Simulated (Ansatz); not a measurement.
The starting structures come from a database of crystals and need not be the phases stable at ambient conditions.

 Where the default PAW files enter, the runs use the earlier of Ansatz's two default sets.

Crystal: GaS (P6_3/mmc, not sure to be the ambient phase, 8 atoms a cell, 21.6 Å³ an atom); planes in its conventional cell.

All values below come from PBEsol (plane waves, PAW; Ansatz, a quantum-chemistry and plane-wave program).

The gap is the functional's own, uncorrected, and κ follows it; spin-orbit coupling is left out. Mid-gap values are interpolated between the computed energies.

```tsv
plane	area of the cell (Å²)	mid-gap κ (1/Å)	largest κ in the gap (1/Å)
(001)	11.2	0.12	0.13
(111)	96.7	___	___
```

Task: The slowest decay depends on the direction. Supply the withheld values.

Result: 
- (111), mid-gap κ (1/Å): 0.16
- (111), largest κ in the gap (1/Å): 0.17
